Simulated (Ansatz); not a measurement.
## A short convergence ladder for CsLiMnS₂ (Imm2, 5 atoms in the cell)

```
CsLiMnS2
1.0
   -2.08811     2.08811     7.08774
    2.08811    -2.08811     7.08774
    2.08811     2.08811    -7.08774
Cs Li Mn S
1 1 1 2
Direct
  0.00353   0.00353   0.00000
  0.25000   0.75000   0.50000
  0.75000   0.25000   0.50000
  0.65884   0.65884   0.00000
  0.34116   0.34116   0.00000
```
Moments meant for the start (each program seeds them in its own way; μB, in the order of the atoms Cs Li Mn S S): 0.0 0.0 4.0 0.0 0.0.

Base method: PBEsol, default PAW files made with PBE (plane waves; Ansatz, an electronic-structure program).

Base settings: basis.ecutwfc = 420 eV; kpoints.mp_grid.grid = 5 5 5; hamiltonian.xc = pbesol; hamiltonian.pseudopotentials = {kind: paw} (the program's default PAW files); magnetization.spin_polarized = true; scf.occupations.method = fermi_dirac; scf.occupations.width = 0.01 eV.

**The width of Fermi-Dirac smearing**

The mesh stays at the base's, so the ladder's end is converged at best in this setting alone.

Only quantities that move along the ladder and can be compared are tabulated.

The magnetic state is not the same in all runs (site moments differ, or a search went on to a lower state), so steps between rows are not convergence errors alone.

| scf.occupations.width | free energy less the last step's (meV/atom) | pressure (GPa) | largest difference of a force vector from the last step's (eV/Å) | net moment (μB/atom) |
|---|---|---|---|---|
| 1 eV | -767.13 | -3.52 | 0.506 | 0.000 |
| 0.5 eV | -97.53 | -3.47 | 0.303 | 0.795 |
| 0.2 eV | -3.17 | -2.34 | 0.030 | 0.984 |
| 0.1 eV | -0.08 | -2.21 | 0.001 | 0.999 |
| 0.02 eV | 0.00 | -2.20 | 0.000 | 1.000 |

Widest scf.occupations.width that holds the net moment within 0.01 μB/atom of the last step, with all finer ones: 0.1 eV; the step before is off by 0.016 μB/atom.

Widest scf.occupations.width that holds the pressure within 0.1 GPa of the last step, with all finer ones: 0.1 eV; the step before is off by 0.14 GPa.

Widest scf.occupations.width that holds the free energy within 1 meV/atom of the last step, with all finer ones: 0.1 eV; the step before is off by 3.2 meV/atom.

Two neighbours can agree and both be off: 1 eV and 0.5 eV differ by 0.05 GPa in the pressure, yet lie about 1.3 GPa from the last step.

On the base run: the starting cell comes from a database of computed structures (which also holds hypothetical and non-ambient phases and stackings), without a prior relaxation at this level. Its lattice was rescaled by up to half a per cent. One atom was moved a little off its site on purpose. With one magnetic atom in the cell only a parallel order is possible. Ansatz's pressure includes its estimate of the finite-basis (Pulay) stress.

Keys are those of Ansatz 0.2.
